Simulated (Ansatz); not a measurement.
The starting structures come from a database of crystals and need not be the phases stable at ambient conditions.

The decay constant κ of evanescent states in the gap governs leakage through a thin film.

```xyz
20
Lattice="5.8996 0.0000 0.0000 0.0000 9.9065 0.0000 0.0000 0.0000 6.1425" Properties=species:S:1:pos:R:3 pbc="T T T"
Al     0.0000     0.0000     0.0000
Al     2.9498     0.0000     3.0713
Al     2.9498     4.9532     3.0713
Al     0.0000     4.9532     0.0000
Si     0.0022     7.4299     3.4598
Si     5.8974     2.4766     2.6827
Si     2.9476     2.4766     0.3885
Si     2.9520     7.4299     5.7540
P      3.6147     7.4299     3.6001
P      2.2849     2.4766     2.5424
P      5.2346     2.4766     0.5289
P      0.6649     7.4299     5.6136
P      5.2484     4.3744     3.7315
P      0.6512     5.5321     2.4111
P      3.6010     5.5321     0.6602
P      2.2986     4.3744     5.4823
P      2.2986     0.5788     5.4823
P      3.6010     9.3277     0.6602
P      0.6512     9.3277     2.4111
P      5.2484     0.5788     3.7315
```

Space group of this cell: Pnma. The cell is taken as given; by PBEsol its mean pressure is -2.3 GPa.

Transport runs along the normal of the first two printed cell vectors.

The gap is the functional's own. No spin-orbit coupling. Mid-gap values are interpolated on the energy grid.

**Question.** Compute, with PBEsol run with Ansatz (a first-principles code), the band gap and the smallest decay constant κ at mid-gap.

**Answer.** Gap 0.22 eV on a 6×4×6 mesh; κ = 0.074 1/Å, at the zone centre.
